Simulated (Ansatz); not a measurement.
**Effect of pressure −2 GPa on SiC**

Start from SiC (space group P6_3mc, No. 186; a = 3.0781 Å, c = 10.0762 Å).

Now apply this change: hydrostatic tension (pressure −2 GPa).

Calculations: DFT with PBEsol, PAW potentials and a 420 eV plane-wave cutoff in Ansatz (an electronic-structure program), without spin-orbit coupling, earlier PAW set. Settings: 12×12×4 k-points, 0.05 eV Fermi–Dirac smearing.

```json
[
 {"quantity": "volume per atom", "base": "10.33 Å³", "changed": "10.43 Å³", "shift": "+0.094 Å³"},
 {"quantity": "density", "base": "3.22 g/cm³", "changed": "3.19 g/cm³", "shift": "-0.03 g/cm³"},
 {"quantity": "lattice parameter a", "base": "5.817 bohr", "changed": "5.834 bohr", "shift": "+0.0175 bohr"},
 {"quantity": "c/a ratio", "base": "3.273", "changed": "3.274", "shift": "+0.0002"},
 {"quantity": "shortest interatomic distance", "base": "3.559 bohr", "changed": "3.570 bohr", "shift": "+0.011 bohr"},
 {"quantity": "enthalpy H = E + PV relative to the base's energy", "base": "–", "changed": "-0.13 eV/atom", "shift": "–"},
 {"quantity": "band gap", "base": "2.12 eV", "changed": "2.12 eV", "shift": "0.00 eV"},
 {"quantity": "gap character", "base": "indirect, Γ → M", "changed": "indirect, Γ → M", "shift": "–"},
 {"quantity": "smallest direct gap", "base": "3.25 eV", "changed": "3.24 eV", "shift": "-0.005 eV"},
 {"quantity": "width of the top valence band", "base": "2.47 eV", "changed": "2.46 eV", "shift": "-0.01 eV"},
 {"quantity": "valence-band top at Γ (three highest levels, from the VBM)", "base": "0.00, 0.00, -0.05 eV", "changed": "0.00, 0.00, -0.05 eV", "shift": "–"}
]
```

Final structure:

```yaml
crystal:
  lattice:
    - [3.08739, 0.00000, 0.00000]
    - [-1.54370, 2.67376, 0.00000]
    - [0.00000, 0.00000, 10.10714]
  atoms:
    - { symbol: Si, position: [0.00000, 0.00000, 0.00031] }
    - { symbol: Si, position: [0.00000, 0.00000, 0.50031] }
    - { symbol: Si, position: [0.66667, 0.33333, 0.75025] }
    - { symbol: Si, position: [0.33333, 0.66667, 0.25025] }
    - { symbol: C, position: [0.00000, 0.00000, 0.81286] }
    - { symbol: C, position: [0.00000, 0.00000, 0.31286] }
    - { symbol: C, position: [0.66667, 0.33333, 0.56221] }
    - { symbol: C, position: [0.33333, 0.66667, 0.06221] }
```

Load acts through the strain it causes; cell and atoms are relaxed under it. Stability against distortions was not tested.
